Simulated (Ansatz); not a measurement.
Input:

```yaml
crystal:
  lattice:
    - [-1.64979, 1.64979, 5.58216]
    - [1.64979, -1.64979, 5.58216]
    - [1.64979, 1.64979, -5.58216]
  atoms:
    - { symbol: Nb, position: [0.75037, 0.75037, 0.00000] }
    - { symbol: Nb, position: [0.50037, 0.00037, 0.50000] }
    - { symbol: P, position: [0.33226, 0.33226, 0.00000] }
    - { symbol: P, position: [0.08226, 0.58226, 0.50000] }
```

Method: PBEsol with spin-orbit coupling, rigid bands (plane waves, PAW; Ansatz, an electronic-structure program). Condition of this run: hydrostatic pressure 5 GPa (the target of the relaxation). Geometry: cell and atoms relaxed with PBEsol, then loaded as said.

Problem. Is this a good metal at this level?

Solution. No. No gap is resolved, and few carriers conduct, as in a semimetal or a zero-gap semiconductor. N(E_F) = 0.153 states/eV a cell at 300 K and the Drude plasma energy along the best axis is 1.30 eV, several times under that of a simple or noble metal.

Computed structure with no diffraction record at hand here (it may be known, metastable or hypothetical): NbP under load (space group I4_1md).
